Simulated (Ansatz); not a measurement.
Defect: W vacancy in hexagonal WC, neutral cell. Computed with PBE, PAW (plane waves to 420 eV; Ansatz, a first-principles code).

54-site cell at the relaxed PBE lattice, a 3×3×3 k-point mesh shifted by half a step along c, smearing 0.10 eV, spin-restricted, no finite-size correction. Energies are static. Spin-orbit coupling is left out. Forms of the defect that were not tried may lie lower.

Barriers: single points on a 4×4×4 k-point mesh shifted by half a step along c at the bands' geometries.

A. a nearby W atom hops onto the vacant site; the atom moves 2.69 Å along (0.00, 0.00, -0.95) of the unit cell; the moving atom starts with neighbours 3 C at 2.20, 3 C at 2.25 Å and ends with 3 C at 2.20, 3 C at 2.25 Å; saddle order not checked, on a symmetry element.
B. a nearby W atom hops onto the vacant site; the atom moves 2.86 Å along (0.00, -0.98, 0.00) of the unit cell; the moving atom starts with neighbours 2 C at 2.18, 2 C at 2.21, 2 C at 2.22 Å and ends with 2 C at 2.18, 2 C at 2.21, 2 C at 2.22 Å; saddle order not checked, on a symmetry element.

A band can be held on a symmetry element, so unchecked saddle points there may be too high.

### Question
Put the candidates in order of forward barrier, lowest first, for PBE, PAW.

### Answer
A (3.44 eV), B (3.87 eV)
